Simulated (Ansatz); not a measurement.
Consider the following.

```
MoSi2
1.0
   -1.54732     1.54732     3.79213
    1.54732    -1.54732     3.79213
    1.54732     1.54732    -3.79213
Si Mo
2 1
Cartesian
  0.00000   0.00000   5.05012
  0.00000   0.00000   2.53413
  0.00000   0.00000   0.00000
```

No spin polarisation.

Method: LDA, PAW, 420 eV (Ansatz, a quantum-chemistry and plane-wave program; spin-orbit coupling left out). Settings: 25×25×25 k-points, 0.1 eV Fermi–Dirac smearing.

Predict the pressure and band gap.

The pressure (mean of the normal stresses, compression positive) comes out as 20.3 GPa and the band gap comes out as zero.

The cells carry an imposed strain or load. Stability against distortions was not tested. The final runs are not spin-polarised. The cell was made from MoSi₂ (space group I4/mmm, No. 139) by this change: isotropic strain −2.50 %.
